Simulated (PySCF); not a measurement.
Worked example: self-consistent single point of CaSe (Fm-3m, 2 atoms in the cell) in PySCF.

Method of the run: PySCF with LDA, Gaussian basis gth-dzvp-molopt-sr, GTH pseudopotentials gth-pade, FFT density fitting with multigrid.

```
CELL_PARAMETERS angstrom
      0.00000     3.04004     3.04004
      3.04004     0.00000     3.04004
      3.04004     3.04004     0.00000
ATOMIC_POSITIONS crystal
  Ca 0.00000 0.00000 0.00000
  Se 0.50000 0.50000 0.50000
```

Reference input (self-consistent single point, DFT PBE, Gaussian basis gth-dzvp-molopt-sr, GTH pseudopotentials gth-pbe, FFT density fitting with multigrid): cell.basis = gth-dzvp-molopt-sr; cell.pseudo = gth-pbe; cell.ke_cutoff = 110 Ha; make_kpts mesh = 6 6 6; mf.xc = pbe,pbe; cell.precision = 1e-07; solver class = KRKS; density fitting = multigrid_numint; mf.conv_tol = 1e-08 Ha; mf.max_cycle = 50. This run's input differs from it in these lines:

```diff
@@ -13,3 +13,3 @@
     basis='gth-dzvp-molopt-sr',
-    pseudo='gth-pbe',
+    pseudo='gth-pade',
     ke_cutoff=110,
@@ -22,3 +22,3 @@
 mf = dft.KRKS(cell, kpts).multigrid_numint()
-mf.xc = 'pbe,pbe'
+mf.xc = 'lda,pw'
 mf.conv_tol = 1e-08
```

Log, with long lists cut:

```
init E= -46.4261439952668
  HOMO = 0.176481149642  LUMO = 0.259345800535  gap/eV = 2.25486
cycle= 1 E= -46.3692306050152  delta_E= 0.0569  |g|= 0.56  |ddm|= 34.4
  HOMO = 0.193075303313  LUMO = 0.260097477744  gap/eV = 1.82377
cycle= 2 E= -46.368657901972  delta_E= 0.000573  |g|= 0.757  |ddm|= 2.59
  HOMO = 0.185747951381  LUMO = 0.262445692845  gap/eV = 2.08705
cycle= 3 E= -46.3698955987069  delta_E= -0.00124  |g|= 0.0355  |ddm|= 1.56
  HOMO = 0.185689397056  LUMO = 0.262121937303  gap/eV = 2.07984
cycle= 4 E= -46.3698974560445  delta_E= -1.86e-06  |g|= 0.00261  |ddm|= 0.0967
  HOMO = 0.185715521726  LUMO = 0.262129802985  gap/eV = 2.07934
cycle= 5 E= -46.3698974679742  delta_E= -1.19e-08  |g|= 8.16e-05  |ddm|= 0.00648
  HOMO = 0.185714983358  LUMO = 0.262130389103  gap/eV = 2.07937
cycle= 6 E= -46.3698974679885  delta_E= -1.44e-11  |g|= 4.08e-07  |ddm|= 0.000182
  HOMO = 0.185714992379  LUMO = 0.262130385945  gap/eV = 2.07937
nelec by numeric integration = 15.999999999998595
Extra cycle  E= -46.3698974679886  delta_E= -4.97e-14  |g|= 5.55e-07  |ddm|= 1.96e-06
converged SCF energy = -46.3698974679886
electrons per cell = 16.000000
highest filled level = 0.185715 Ha, lowest empty level = 0.262130 Ha
```

The run converged in 6 iterations. Against the reference run the gap on the mesh goes from 2.236 to 2.079 eV.

The starting cell comes from a database of computed structures (which also holds hypothetical and non-ambient phases and stackings), without a prior relaxation at this level. Its lattice was rescaled by a random factor within 2.5 % of one. Values carry the incompleteness of an atom-centred basis.

Cost on one core of a shared machine: roughly 3 min.
